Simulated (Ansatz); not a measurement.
**TiO2: response to strain**

Base system: TiO$_{2}$ in the anatase structure (space group I4_1/amd, No. 141; a = 3.7393 Å, c = 9.4551 Å). Axes: x, y, z lie along a, b, c of the conventional cell.

Strains are applied to the cell and any free atomic positions relax; under biaxial strain the out-of-plane vector relaxes too.

Calculations: Ansatz (a first-principles code), LDA, PAW, cutoff 420 eV, without spin-orbit coupling.

Notes on the quantities. in-plane stress: mean in-plane stress (compression positive).

| case | band gap | width of the top valence band | in-plane stress |
|---|---|---|---|
| base | 2.08 eV | 0.86 eV | – |
| biaxial strain +0.60 %, plane normal [001], relaxed out of plane | 2.02 eV | 0.89 eV | -1.8 GPa |
| biaxial strain +1.20 %, plane normal [001], relaxed out of plane | 1.96 eV | 0.91 eV | -3.7 GPa |
| biaxial strain +1.80 %, plane normal [001], relaxed out of plane | 1.91 eV | 0.92 eV | -5.6 GPa |
| biaxial strain +2.40 %, plane normal [001], relaxed out of plane | 1.87 eV | 0.92 eV | -7.6 GPa |
| biaxial strain +3.00 %, plane normal [001], relaxed out of plane | 1.82 eV | 0.91 eV | -9.5 GPa |

No phonon test of stability was made. The final runs are not spin-polarised.
